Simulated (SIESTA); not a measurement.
Worked example: self-consistent single point of a (001) slab of MgMo3 (cut from a parent of space group no. 225; 8 atoms in the cell) in SIESTA.

Method of the run: GGA PBE with spin-orbit coupling, numerical atomic orbitals TZP, PseudoDojo PBE fully relativistic norm-conserving potentials (rewritten from UPF to PSML) (SIESTA).

```xyz
8
Lattice="4.5092 0.0000 0.0000 -4.5092 4.5092 0.0000 0.0000 0.0000 14.7828" Properties=species:S:1:pos:R:3 pbc="T T T"
Mg     0.0000     0.0000     9.7828
Mg    -2.2546     2.2546     6.5943
Mo     2.2546     0.0000     8.1885
Mo     0.0000     2.2546     8.1885
Mo    -2.2546     2.2546     9.7828
Mo     0.0000     2.2546     5.0000
Mo     2.2546     0.0000     5.0000
Mo     0.0000     0.0000     6.5943
```

Reference input (self-consistent single point, DFT, GGA PBE, numerical atomic orbitals TZP, PseudoDojo PBE standard norm-conserving potentials (rewritten from UPF to PSML)): XC.functional = GGA; XC.authors = PBE; potentials = PseudoDojo PBE standard; PAO.BasisSize = TZP; PAO.EnergyShift = 0.01 Ry; MeshCutoff = 350 Ry; kgrid.MonkhorstPack = 5 5 1; OccupationFunction = FD; ElectronicTemperature = 0.136 eV; MaxSCFIterations = 150; SCF.Mixer.Method = Pulay; SCF.Mixer.Weight = 0.2. This run's input differs from it in these lines:

```diff
@@ -1,2 +1,2 @@
-# files in the folder: Mg.psml Mo.psml (PseudoDojo PBE standard)
+# files in the folder: Mg.psml Mo.psml (PseudoDojo PBE fully relativistic)
 SystemName  MgMo3
@@ -40,2 +40,13 @@
 ElectronicTemperature        0.136 eV
+Spin                         spin-orbit
+%block DM.InitSpin
+  1 0.00 0.00 0.00
+  2 0.00 0.00 0.00
+  3 0.00 0.00 0.00
+  4 0.00 0.00 0.00
+  5 0.00 0.00 0.00
+  6 0.00 0.00 0.00
+  7 0.00 0.00 0.00
+  8 0.00 0.00 0.00
+%endblock DM.InitSpin
```

Log, with long lists cut:

```
        iscf     Eharris(eV)        E_KS(eV)     FreeEng(eV)     dDmax    Ef(eV) dHmax(eV)
   scf:    1   -14605.188720   -14667.385573   -14667.834943  1.391058 -2.001317 17.224048
     spin moment: {S} , |S| = {    0.00000    0.00000    0.00000 }     0.00000
   scf:    2   -14037.268851   -14486.677776   -14487.295875  0.609055 -2.943563 48.724896
     spin moment: {S} , |S| = {    0.00000    0.00000    0.00000 }     0.00000
   scf:    3   -14686.335600   -14679.024079   -14679.558668  0.267014 -2.798393 12.936193
     spin moment: {S} , |S| = {    0.00000    0.00000    0.00000 }     0.00000
   [... lines left out ...]
     spin moment: {S} , |S| = {    0.00000   -0.00000    0.00000 }     0.00000
   scf:   19   -14688.448867   -14688.448860   -14689.037503  0.000029 -3.376021  0.000471
     spin moment: {S} , |S| = {   -0.00000   -0.00000    0.00000 }     0.00000
   scf:   20   -14688.448866   -14688.448862   -14689.037503  0.000010 -3.376006  0.000271
     spin moment: {S} , |S| = {    0.00000   -0.00000   -0.00000 }     0.00000
   scf:   21   -14688.448866   -14688.448864   -14689.037503  0.000005 -3.376000  0.000159
     spin moment: {S} , |S| = {    0.00000    0.00000    0.00000 }     0.00000
SCF Convergence by DM+H criterion
max |DM_out - DM_in|         :     0.0000049788
max |H_out - H_in|      (eV) :     0.0001588112
SCF cycle converged after 21 iterations

Using DM_out to compute the final energy and forces

siesta: E_KS(eV) =           -14688.4489

siesta: E_KS - E_eggbox =    -14688.4489

siesta: Atomic forces (eV/Ang):
     1   -0.000000    0.000000    1.179381
     2   -0.000000   -0.000000    0.065797
     3   -0.000000   -0.000000    0.786920
     4   -0.000000    0.000000    0.787363
     5    0.000000   -0.000000   -3.564717
     6    0.000000    0.000000    0.615265
     7    0.000000    0.000000    0.614946
     8   -0.000000   -0.000000   -0.499748
   Tot   -0.000000   -0.000000   -0.014793
   Max    3.564717
   Res    0.825331    sqrt( Sum f_i^2 / 3N )
   Max    3.564717    constrained

   [... lines left out ...]
siesta: FreeEng =    -14689.037503
siesta: Cell volume =        300.582433 Ang**3
siesta:         -62.33068705        -49.81271303  kBar
   [... lines left out ...]
     7     0.057185   13.942815    0.000000   -0.000000    0.000000    0.000000  Mo
     8    -0.141680   14.141680    0.000000    0.000000   -0.000000   -0.000000  Mo
 Total    -0.000000                0.000000    0.000000    0.000000    0.000000

siesta: Electric dipole (a.u.)  =    0.000000    0.000000    0.298608
siesta: Electric dipole (Debye) =    0.000000    0.000000    0.758985
```

The run converged in 21 iterations. Against the reference run the largest force goes from 3.586 to 3.565 eV/Å. The full log also holds: “initDM: WARNING: atom 1 has a closed-shell and cannot be polarized”. The full log also holds: “initDM: WARNING: atom 2 has a closed-shell and cannot be polarized”.

The starting cell comes from a database of computed structures (which also holds hypothetical and non-ambient phases and stackings), without a prior relaxation at this level. The slab is cut from that crystal, and its faces are unrelaxed. Values carry the incompleteness of an atom-centred basis. Forces in this geometry exceed 1 eV/Å.

Cost on one core of a shared machine: roughly 6 min.
